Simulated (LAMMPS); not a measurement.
Consider TiO2 (rutile), 576 atoms, at 100 K and 0 GPa, heated as the crystal in molecular dynamics.

Model: classical MD, Buckingham potential of Matsui and Akaogi, Mol. Simul. 6, 239 (1991), as tabulated by Reinhardt, J. Chem. Phys. 151, 064505 (2019), used with rigid ions (no shells), PPPM sums, short-range terms cut at 10 Å, modified for these runs by an r^-4 repulsive force inside the short-range force's maximum; code LAMMPS.

| Quantity | Result |
|---|---|
| state found | crystal; no diffusion seen in 21 ps |
| density | 4.3560 ± 0.0001 g/cm³ |
| volume per atom | 10.1485 ± 0.0002 Å³ |
| enthalpy per atom | -13.2341 ± 0.0001 eV |
| first peak of g(r), O-Ti | 1.94 Å, height 23.6 |
| coordination number of O by Ti | 3.00 (counted to 2.62 Å) |
| coordination number of Ti by O | 6.00 (counted to 2.62 Å) |
| most common O-Ti-O angle | in the 3° bin centred on 88.5° (mean of all 108°) |
| most common Ti-O-Ti angle | in the 3° bin centred on 130.5° (mean of all 120°) |
| mean frequency of the velocity spectrum | 14.1 THz |
| cost | around 8 core-minutes (rough) |

Potential: Matsui and Akaogi, Mol. Simul. 6, 239 (1991), as tabulated by Reinhardt, J. Chem. Phys. 151, 064505 (2019); partial charges.

States go by the mean squared displacement: a species diffuses where it passes 1.5 Å², still rises and gives D over 1e-6 cm²/s; a crystal has left its structure where atoms lie 0.35 Å off their sites on average or a cubic box changes its shape by 3 %.

Uncertainties are statistical and leave out the potential's own error.

```csv
angle (°),"probability per degree, O-Ti-O","probability per degree, Ti-O-Ti"
73.50,0.0000,0.0000
76.50,0.0042,0.0000
79.50,0.0371,0.0000
82.50,0.0032,0.0000
85.50,0.0044,0.0000
88.50,0.0851,0.0000
91.50,0.0836,0.0000
94.50,0.0048,0.0000
97.50,0.0071,0.0108
100.5,0.0290,0.0874
103.5,0.0082,0.0129
106.5,0.0001,0.0000
109.5,0.0000,0.0000
112.5,0.0000,0.0000
115.5,0.0000,0.0000
118.5,0.0000,0.0000
121.5,0.0000,0.0000
124.5,0.0000,0.0028
127.5,0.0000,0.0732
130.5,0.0000,0.1282
133.5,0.0000,0.0180
136.5,0.0000,0.0001
139.5,0.0000,0.0000
142.5,0.0000,0.0000
145.5,0.0000,0.0000
148.5,0.0000,0.0000
151.5,0.0000,0.0000
154.5,0.0000,0.0000
157.5,0.0000,0.0000
160.5,0.0000,0.0000
163.5,0.0000,0.0000
166.5,0.0000,0.0000
169.5,0.0000,0.0000
172.5,0.0003,0.0000
175.5,0.0152,0.0000
178.5,0.0512,0.0000
```

| frequency (THz) | spectral density (1/THz), total | spectral density (1/THz), O | spectral density (1/THz), Ti |
|---|---|---|---|
| 1.883 | 0.0003 | 0.0001 | 0.0002 |
| 2.462 | 0.0080 | 0.0028 | 0.0052 |
| 3.040 | 0.0049 | 0.0018 | 0.0031 |
| 3.620 | 0.0196 | 0.0066 | 0.0130 |
| 4.199 | 0.0135 | 0.0057 | 0.0078 |
| 4.778 | 0.0208 | 0.0079 | 0.0129 |
| 5.357 | 0.0673 | 0.0249 | 0.0424 |
| 5.937 | 0.0449 | 0.0194 | 0.0255 |
| 6.516 | 0.0509 | 0.0265 | 0.0244 |
| 7.095 | 0.0518 | 0.0247 | 0.0271 |
| 7.674 | 0.0371 | 0.0179 | 0.0192 |
| 8.253 | 0.0701 | 0.0297 | 0.0404 |
| 8.832 | 0.0500 | 0.0149 | 0.0351 |
| 9.412 | 0.0332 | 0.0177 | 0.0155 |
| 9.991 | 0.0815 | 0.0532 | 0.0283 |
| 10.57 | 0.0742 | 0.0499 | 0.0243 |
| 11.15 | 0.0412 | 0.0204 | 0.0209 |
| 11.73 | 0.0646 | 0.0305 | 0.0341 |
| 12.31 | 0.0210 | 0.0109 | 0.0101 |
| 12.89 | 0.0336 | 0.0121 | 0.0215 |
| 13.47 | 0.0515 | 0.0258 | 0.0257 |
| 14.04 | 0.0793 | 0.0525 | 0.0268 |
| 14.62 | 0.0472 | 0.0357 | 0.0115 |
| 15.20 | 0.0137 | 0.0126 | 0.0011 |
| 15.78 | 0.0215 | 0.0188 | 0.0027 |
| 16.36 | 0.0690 | 0.0574 | 0.0116 |
| 16.94 | 0.0816 | 0.0681 | 0.0134 |
| 17.52 | 0.0710 | 0.0585 | 0.0125 |
| 18.10 | 0.0645 | 0.0534 | 0.0112 |
| 18.68 | 0.0338 | 0.0291 | 0.0047 |
| 19.26 | 0.0282 | 0.0246 | 0.0036 |
| 19.84 | 0.0434 | 0.0394 | 0.0040 |
| 20.42 | 0.0637 | 0.0564 | 0.0073 |
| 21.00 | 0.0344 | 0.0297 | 0.0046 |
| 21.57 | 0.0261 | 0.0220 | 0.0041 |
| 22.15 | 0.0084 | 0.0075 | 0.0010 |
| 22.73 | 0.0160 | 0.0135 | 0.0024 |
| 23.31 | 0.0244 | 0.0223 | 0.0021 |
| 23.89 | 0.0441 | 0.0409 | 0.0032 |
| 24.47 | 0.0542 | 0.0494 | 0.0047 |
| 25.05 | 0.0301 | 0.0271 | 0.0030 |
| 25.63 | 0.0209 | 0.0189 | 0.0020 |
| 26.21 | 0.0049 | 0.0045 | 0.0004 |
| 26.79 | 0.0011 | 0.0010 | 0.0001 |
| 27.37 | 0.0008 | 0.0007 | 0.0001 |
| 27.95 | 0.0007 | 0.0006 | 0.0001 |
| 28.52 | 0.0005 | 0.0005 | 0.0001 |
